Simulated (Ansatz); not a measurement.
Given:

```xyz
9
Lattice="0.0000 3.2029 3.2029 3.2029 0.0000 3.2029 3.2029 3.2029 0.0000" Properties=species:S:1:pos:R:3 pbc="T T T"
Mg     4.8043     4.8043     4.8043
Mg     1.6014     1.6014     1.6014
H      3.2029     3.2029     4.7403
H      3.2029     3.2029     1.6655
H      4.7403     3.2029     3.2029
H      1.6655     3.2029     3.2029
H      3.2029     4.7403     3.2029
H      3.2029     1.6655     3.2029
Ru     0.0000     0.0000     0.0000
```

No spin polarisation.

Calculations: Ansatz (an electronic-structure program), PBEsol, PAW, cutoff 420 eV, no spin-orbit coupling. k-mesh 9×9×9 (Γ-centred); smearing 0.05 eV (Fermi–Dirac).

Task: Predict the band gap.

Result: 3.06 eV.

Task: Predict the gap character.

Result: Direct at a point along ⟨100⟩, about 0.9 Å⁻¹ from Γ.

Task: What is the computed width of the top valence band?

Result: 1.02 eV.

Load acts through the strain it causes; cell and atoms are relaxed under it. Whether these cells are dynamically stable was not tested. No other phases were tried under pressure. The cell was made from Mg2RuH6 (space group Fm-3m, No. 225; a cell from a computed database, its experimental status unchecked) by this change: pressure 7.5 GPa.
